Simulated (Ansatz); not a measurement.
## Pressure series in PbSe

Start from PbSe in the rock salt structure (space group Fm-3m, No. 225; a = 6.217 Å).

Cell and atoms are relaxed at each pressure.

Computed with plane-wave PAW DFT at the PBE level (Ansatz, a program for electronic structure, 420 eV), no SOC.

| change | band gap | shortest interatomic distance |
|---|---|---|
| base | 0.43 eV | 3.109 Å |
| pressure −2 GPa | 0.56 eV | 3.159 Å |
| pressure −1 GPa | 0.50 eV | 3.132 Å |
| pressure 3 GPa | 0.25 eV | 3.051 Å |
| pressure 7 GPa | zero | 2.990 Å |
| pressure 50 GPa | zero | 2.697 Å |
| pressure 75 GPa | zero | 2.614 Å |
| pressure 100 GPa | zero | 2.551 Å |

The mesh was chosen for an insulator and is coarse for the gapless case. Spin-orbit coupling, missing from the scalar runs, can matter with Pb. Load acts through the strain it causes; cell and atoms are relaxed under it. No phonon test of stability was made. Competing high-pressure phases were not computed. All final runs are without spin polarisation. Gaps under 0.05 eV, about the width of the smearing, are given as zero. A zero or small gap of PbSe under pressure 3 GPa, PbSe under pressure 7 GPa, PbSe under pressure 50 GPa and PbSe under pressure 75 GPa can be the functional's error rather than a property of the material.
